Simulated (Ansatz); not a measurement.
Defect migration in beta Ga2O3: interstitial Na, charge state +1. Computed with PBE, PAW (plane waves to 420 eV; Ansatz, a first-principles code).

Settings: 160 host sites, the relaxed PBE lattice, the Γ point alone, smearing 0.01 eV, spin-restricted, no image-charge correction. Static, classical nuclei. The charge state is imposed; whether it is stable for some Fermi level was not computed. Sites that were not tried may lie lower.

The step: a concerted move, in which Na travels most; the atom moves 1.78 Å along (-0.05, -0.50, -0.13) of the unit cell; the moving atom starts with neighbours 2 Ga at 2.49; O at 1.99, 2 O at 2.15, 2 O at 2.49 Å and ends with 2 Ga at 2.49; O at 1.99, 2 O at 2.15, 2 O at 2.49 Å. On the band's own sampling the forward barrier is 0.29 eV. Harmonic modes of the moving Na atom alone, all others held, come from finite differences of 0.015 Å. The saddle point's order was not checked, and it lies on a symmetry element of the cell, where a band can be held.

Task: Which three frequencies does the atom have at the start and at the saddle point?

Result: start 6.3, 8.6, 13.8 THz; saddle point 2.5i, 6.7 and 16.0 THz.

Task: What attempt frequency and zero-point change of the barrier follow from these modes alone, and what classical rate at 500 K?

Result: ν = (6.3 × 8.6 × 13.8) / (6.7 × 16.0) ≈ 7.0 THz. The zero-point energy changes the barrier by h/2 × (22.7 − 28.7) THz = -0.012 eV. The classical rate is ν exp(−0.29/0.0431) ≈ 8e9 s⁻¹. One atom's modes give a rough prefactor, not that of the whole cell.
